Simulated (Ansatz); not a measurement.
An Ansatz (a quantum-chemistry and plane-wave program) input for WC (WC type start, 32-atom cell) (held in this type by symmetry, stable or not):

Ansatz 0.2 input:
```yaml
crystal:
  lattice:
    - [0.0, -5.051682, -5.67888]
    - [0.0, 5.051682, -5.67888]
    - [5.83318, -5.051682, 0.0]
  atoms:
    - { symbol: W, position: [0.875, 0.125, 0.75] }
    - { symbol: W, position: [0.75, 0.25, 0.5] }
    - { symbol: W, position: [0.5, 0.0, 0.5] }
    - { symbol: W, position: [0.875, 0.625, 0.25] }
    - { symbol: W, position: [0.625, 0.375, 0.25] }
    - { symbol: W, position: [0.375, 0.125, 0.25] }
    - { symbol: W, position: [0.75, 0.75, 0.0] }
    - { symbol: W, position: [0.5, 0.5, 0.0] }
    - { symbol: W, position: [0.25, 0.25, 0.0] }
    - { symbol: W, position: [0.0, 0.0, 0.0] }
    - { symbol: W, position: [0.625, 0.875, 0.75] }
    - { symbol: W, position: [0.375, 0.625, 0.75] }
    - { symbol: W, position: [0.125, 0.375, 0.75] }
    - { symbol: W, position: [0.25, 0.75, 0.5] }
    - { symbol: W, position: [0.0, 0.5, 0.5] }
    - { symbol: W, position: [0.125, 0.875, 0.25] }
    - { symbol: C, position: [0.5416667, 0.2083333, 0.0] }
    - { symbol: C, position: [0.4166667, 0.3333333, 0.75] }
    - { symbol: C, position: [0.1666667, 0.0833333, 0.75] }
    - { symbol: C, position: [0.5416667, 0.7083333, 0.5] }
    - { symbol: C, position: [0.2916667, 0.4583333, 0.5] }
    - { symbol: C, position: [0.0416667, 0.2083333, 0.5] }
    - { symbol: C, position: [0.4166667, 0.8333333, 0.25] }
    - { symbol: C, position: [0.1666667, 0.5833333, 0.25] }
    - { symbol: C, position: [0.9166667, 0.3333333, 0.25] }
    - { symbol: C, position: [0.6666667, 0.0833333, 0.25] }
    - { symbol: C, position: [0.2916667, 0.9583333, 0.0] }
    - { symbol: C, position: [0.0416667, 0.7083333, 0.0] }
    - { symbol: C, position: [0.7916667, 0.4583333, 0.0] }
    - { symbol: C, position: [0.9166667, 0.8333333, 0.75] }
    - { symbol: C, position: [0.6666667, 0.5833333, 0.75] }
    - { symbol: C, position: [0.7916667, 0.9583333, 0.5] }
basis:
  ecutwfc: 420
  ecutrho_ratio: 4
  xc_grid: 2
kpoints:
  mp_grid: { grid: [5, 5, 5] }
hamiltonian:
  xc: pbe
  dispersion: none
  pseudopotentials: { kind: paw }
scf:
  n_extra_bands: 39
  occupations: { method: fermi_dirac, width: 0.05 }
output:
  forces: true
  stress: true
relax:
  f_tol: 0.03
  max_steps: 90
  cell: { stress_tol: 0.15 }
```

Calculation: PBE (plane waves to 420 eV, PAW; Ansatz). No spin–orbit coupling. Its k-point mesh 5×5×5, Fermi–Dirac width 0.05 eV.

What does the end of the output print (band table and long remarks left out, numbers rounded to eight decimals)?


```
SCF converged after 3 iterations
Free energy (F): -170176.959298 eV
Harris-Foulkes:  -170176.959298 eV  (|F-HF|=2.72e-8)
Internal energy: -170176.915456 eV  (E = F + TS)
E sigma→0 (E₀):  -170176.937377 eV
Entropy (-TS):   -0.043843 eV (-1.370 meV/atom)
Fermi energy:    20.260793 eV
--- Per-component energies (eV) ---
  E_band       = -1026.084438
  E_kinetic    = 8652.063819
  E_local      = -10801.532987  (includes V_loc(G=0)·N_el)
  E_nonlocal   = 405.737368
  E_hartree    = 3805.974263
  E_xc         = -5059.015222
  E_vxc        = -4799.402213  (∫ρ·V_xc dr)
  E_paw        = -138576.789827  (= ΣΔE_a)
  E_vpaw       = -2094.899920  (= ΣTr[D̂ρ^β])
  E_aug_tail   = -0.000896  (compensation charges beyond the density's cutoff)
  E_ewald      = -28603.351974
  E_smearing   = -0.043843  (= −TS)
  E_closure    = 0.000000  (closes the sum)
  Σ components = -170176.959298   (vs F -170176.959298, Δ=0.00e0)
--- Forces (eV/Å), atoms counted from 1 ---
  atom   1  W      0.00000000    -0.00078566     0.00000000
  atom   2  W      0.00000000    -0.00078566     0.00000000
  atom   3  W      0.00000000    -0.00078566     0.00000000
  atom   4  W      0.00000000    -0.00078566     0.00000000
  atom   5  W      0.00000000    -0.00078566     0.00000000
  atom   6  W      0.00000000    -0.00078566     0.00000000
  atom   7  W      0.00000000    -0.00078566     0.00000000
  atom   8  W      0.00000000    -0.00078566     0.00000000
  atom   9  W      0.00000000    -0.00078566     0.00000000
  atom  10  W      0.00000000    -0.00078566     0.00000000
  atom  11  W      0.00000000    -0.00078566     0.00000000
  atom  12  W     0.00000000    -0.00078566     0.00000000
  atom  13  W      0.00000000    -0.00078566     0.00000000
  atom  14  W     0.00000000    -0.00078566     0.00000000
  atom  15  W      0.00000000    -0.00078566     0.00000000
  atom  16  W      0.00000000    -0.00078566     0.00000000
  atom  17  C     0.00000000     0.00078578    0.00000000
  atom  18  C     0.00000000     0.00078578    0.00000000
  atom  19  C     0.00000000     0.00078578    0.00000000
  atom  20  C     0.00000000     0.00078578    0.00000000
  atom  21  C     0.00000000     0.00078578    0.00000000
  atom  22  C      0.00000000     0.00078578    0.00000000
  atom  23  C     0.00000000     0.00078578    0.00000000
  atom  24  C     0.00000000     0.00078578    0.00000000
  atom  25  C     0.00000000     0.00078578    0.00000000
  atom  26  C     0.00000000     0.00078578    0.00000000
  atom  27  C      0.00000000     0.00078578    0.00000000
  atom  28  C      0.00000000     0.00078578    0.00000000
  atom  29  C      0.00000000     0.00078578    0.00000000
  atom  30  C      0.00000000     0.00078578    0.00000000
  atom  31  C     0.00000000     0.00078578    0.00000000
  atom  32  C      0.00000000     0.00078578    0.00000000
  max |Σ_I F_I| component: 1.93e-6 eV/Å
--- Stress (GPa, compression-positive) ---
        0.012664      0.000000       0.000000
       0.000000       0.007896      0.000000
        0.000000       0.000000       0.011813
  P = ⅓ Tr σ = 0.0108 GPa (0.108 kbar)
--- Relaxed structure (5 steps of the walk, 5 accepted, 1 SCFs on fresh bases) ---
  F+E_penalty+E_count = -170176.95929847 eV   max|allowed force component| = 7.857e-4 eV/Å   (the final SCF, on the basis selected at the relaxed cell)
  cell:  # Å, volume = 336.7973 Å³
    - [0.0, -5.06179106, -5.69358387]
    - [0.0, 5.06179106, -5.69358387]
    - [5.84317247, -5.06179106, 0.0]
  atoms:
    - { symbol: W, position: [0.87501601, 0.12498399, 0.75000000] }
    - { symbol: W, position: [0.75001601, 0.24998399, 0.5] }
    - { symbol: W, position: [0.50001601, -1.60056775e-5, 0.5] }
    - { symbol: W, position: [0.87501601, 0.62498399, 0.25] }
    - { symbol: W, position: [0.62501601, 0.37498399, 0.25] }
    - { symbol: W, position: [0.37501601, 0.12498399, 0.25] }
    - { symbol: W, position: [0.75001601, 0.74998399, 0.0] }
    - { symbol: W, position: [0.50001601, 0.49998399, 0.0] }
    - { symbol: W, position: [0.25001601, 0.24998399, 0.0] }
    - { symbol: W, position: [1.60056775e-5, -1.60056775e-5, 0.0] }
    - { symbol: W, position: [0.62501601, 0.87498399, 0.75000000] }
    - { symbol: W, position: [0.37501601, 0.62498399, 0.75000000] }
    - { symbol: W, position: [0.12501601, 0.37498399, 0.75000000] }
    - { symbol: W, position: [0.25001601, 0.74998399, 0.5] }
    - { symbol: W, position: [1.60056775e-5, 0.49998399, 0.5] }
    - { symbol: W, position: [0.12501601, 0.87498399, 0.25] }
    - { symbol: C, position: [0.54165069, 0.20834931, 0.0] }
    - { symbol: C, position: [0.41665069, 0.33334931, 0.75000000] }
    - { symbol: C, position: [0.16665069, 0.08334931, 0.75000000] }
    - { symbol: C, position: [0.54165069, 0.70834931, 0.5] }
    - { symbol: C, position: [0.29165069, 0.45834931, 0.5] }
    - { symbol: C, position: [0.04165069, 0.20834931, 0.5] }
    - { symbol: C, position: [0.41665069, 0.83334931, 0.25] }
    - { symbol: C, position: [0.16665069, 0.58334931, 0.25] }
    - { symbol: C, position: [0.91665069, 0.33334931, 0.25] }
    - { symbol: C, position: [0.66665069, 0.08334931, 0.25] }
    - { symbol: C, position: [0.29165069, 0.95834931, 0.0] }
    - { symbol: C, position: [0.04165069, 0.70834931, 0.0] }
    - { symbol: C, position: [0.79165069, 0.45834931, 0.0] }
    - { symbol: C, position: [0.91665069, 0.83334931, 0.75000000] }
    - { symbol: C, position: [0.66665069, 0.58334931, 0.75000000] }
    - { symbol: C, position: [0.79165069, 0.95834931, 0.5] }
```

Cost: around 9 core-minutes (rough).
